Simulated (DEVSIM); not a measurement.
System: abrupt CdTe p-n junction, at 350 K.

| layer (left to right) | material | thickness (μm) | Nd (cm⁻³) | Na (cm⁻³) | τn (s) | τp (s) |
|---|---|---|---|---|---|---|
| 1 | CdTe | 20.0 | - | 2.3e16 | 1.4e-9 | 1.4e-9 |
| 2 | CdTe | 2.10 | 2.1e14 | - | 1.4e-9 | 1.4e-9 |

Left contact: ohmic. Right contact: ohmic. Voltage is applied to the left contact. Recombination: SRH at mid-gap, radiative, Auger. Mobility is μmin + (μ − μmin)/(1 + (N/Nref)^α).

Constants are typed, rounded textbook-type inputs, not results; the design itself was drawn at random and stands for no fabricated device. Values at 300 K; Nc and Nv go as T^1.5, mobilities as T to minus their exponent, the gap by Varshni's rule with the affinity fixed.

| parameter | CdTe |
|---|---|
| gap (eV) | 1.5 |
| affinity (eV) | 4.28 |
| permittivity | 10.2 |
| Nc (cm⁻³) | 8e17 |
| Nv (cm⁻³) | 1.8e19 |
| μn (cm²/Vs) | 1000 |
| μp (cm²/Vs) | 80 |
| μn,min | 100 |
| μp,min | 10 |
| Nref,n | 1e17 |
| Nref,p | 1e17 |
| αn | 0.6 |
| αp | 0.6 |
| T exponent of μn | 1.7 |
| T exponent of μp | 1.5 |
| B (cm³/s) | 1e-10 |
| Cn (cm⁶/s) | 1e-30 |
| Cp (cm⁶/s) | 1e-30 |
| Varshni α (eV/K) | 0.00031 |
| Varshni β (K) | 108 |

DEVSIM, 1D drift-diffusion, Boltzmann statistics, complete ionisation; no tunnelling, impact ionisation, image-force lowering or self-heating.

Tabulate band edges, carrier densities and field at 1.1 V on the left contact.

Energies count from the Fermi level of the right contact; mesh points crowd at the junctions.

```tsv
x (μm)	Ec (eV)	Ev (eV)	n (cm⁻³)	p (cm⁻³)	field (V/cm)
0.000	0.178	-1.308	< 1e2	2.3e16	48
0.03252	0.178	-1.308	2.9e7	2.3e16	48
0.1090	0.178	-1.307	9.6e7	2.3e16	48
0.3019	0.179	-1.306	2.6e8	2.3e16	48
0.9953	0.182	-1.303	8.7e8	2.3e16	48
2.373	0.189	-1.297	2.5e9	2.3e16	48
5.614	0.204	-1.281	1.7e10	2.3e16	48
14.36	0.246	-1.240	2.4e12	2.3e16	47
17.61	0.261	-1.224	1.5e13	2.3e16	46
19.00	0.267	-1.218	3.4e13	2.3e16	44
19.59	0.270	-1.216	4.8e13	2.3e16	42
19.89	0.271	-1.215	5.9e13	2.3e16	-160
19.97	0.262	-1.223	8.1e13	1.7e16	-3100
20.00	0.244	-1.241	1.5e14	9.3e15	-8800
20.05	0.215	-1.270	3.9e14	3.5e15	-4100
20.15	0.193	-1.293	8.4e14	1.5e15	-1000
20.38	0.188	-1.297	9.8e14	8.4e14	180
20.90	0.203	-1.282	6.5e14	4.4e14	320
21.71	0.234	-1.251	3.2e14	1.3e14	480
21.95	0.247	-1.239	2.5e14	5.6e13	570
22.05	0.253	-1.233	2.2e14	2.0e13	590
22.10	0.256	-1.230	2.1e14	< 1e2	600
```
